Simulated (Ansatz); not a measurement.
Start from La2O3 (space group P-3m1, No. 164).

```
CELL_PARAMETERS angstrom
      3.93527     0.00000     0.00000
     -1.96764     3.40805     0.00000
      0.00000     0.00000     6.12627
ATOMIC_POSITIONS crystal
  La 0.33333 0.66667 0.24614
  La 0.66667 0.33333 0.75386
  O  0.00000 0.00000 0.00000
  O  0.33333 0.66667 0.64612
  O  0.66667 0.33333 0.35388
```

The values are results of r2SCAN, PAW, 500 eV (Ansatz, an electronic-structure program; spin-orbit coupling left out), not measurements.

One change was made to it. Results:

| quantity | base | after |
|---|---|---|
| gap character | indirect, L → K | indirect, L → K |
| shortest interatomic distance | 2.366 Å | 2.362 Å |
| smallest direct gap | 4.35 eV | 4.35 eV |
| density | 6.58 g/cm³ | 6.64 g/cm³ |

Q: Which change produced these results?
A. pressure −1 GPa
B. pressure 30 GPa
C. pressure 4.5 GPa
D. pressure 0.9 GPa

A: D, pressure 0.9 GPa. For comparison, the density in the other runs: pressure 4.5 GPa gives 6.83 g/cm³; pressure −1 GPa gives 6.53 g/cm³; pressure 30 GPa gives 7.91 g/cm³.

Load acts through the strain it causes; cell and atoms are relaxed under it. Whether these cells are dynamically stable was not tested. Competing high-pressure phases were not computed.
